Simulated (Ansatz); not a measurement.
The starting structures come from a database of crystals and need not be the phases stable at ambient conditions.

 Where the default PAW files enter, the runs use the earlier of Ansatz's two default sets.

## Evanescent states of Ca$_{2}$H$_{6}$Ru (Fm-3m, not sure to be the ambient phase, 9 atoms a cell, 10.3 Å³ an atom, -2 GPa at this level) along the normal of (111)

Computed with PBEsol (plane waves, PAW; Ansatz, a first-principles code).

No gap correction and no spin-orbit coupling; mid-gap values are interpolated between computed energies.

Energies count from the valence-band top; κ is the least over a 12×12 mesh across the current.

| E (eV) | κ (1/Å) | where |
|---|---|---|
| 0.06 | 0.291 | off Γ |
| 0.18 | 0.381 | off Γ |
| 0.30 | 0.425 | off Γ |
| 0.42 | 0.428 | off Γ |
| 0.54 | 0.425 | off Γ |
| 0.66 | 0.413 | off Γ |
| 0.78 | 0.402 | off Γ |
| 0.90 | 0.391 | off Γ |
| 1.02 | 0.380 | off Γ |
| 1.14 | 0.368 | off Γ |
| 1.26 | 0.355 | off Γ |
| 1.38 | 0.341 | off Γ |
| 1.50 | 0.326 | off Γ |
| 1.62 | 0.308 | off Γ |
| 1.74 | 0.288 | off Γ |
| 1.86 | 0.264 | off Γ |
| 1.98 | 0.234 | off Γ |
| 2.10 | 0.197 | off Γ |
| 2.22 | 0.146 | off Γ |
| 2.34 | 0.038 | off Γ |

Q: How thick must the barrier be to attenuate the transmission by 10^6 when the electrodes' Fermi level lies at 1.86 eV, and what attenuation does that film give at 2.10 eV?

A: d = 6 ln 10 / (2 × 0.264) = 26.2 Å. At 2.10 eV it gives 6 × 0.197/0.264 = 4.5 decades.
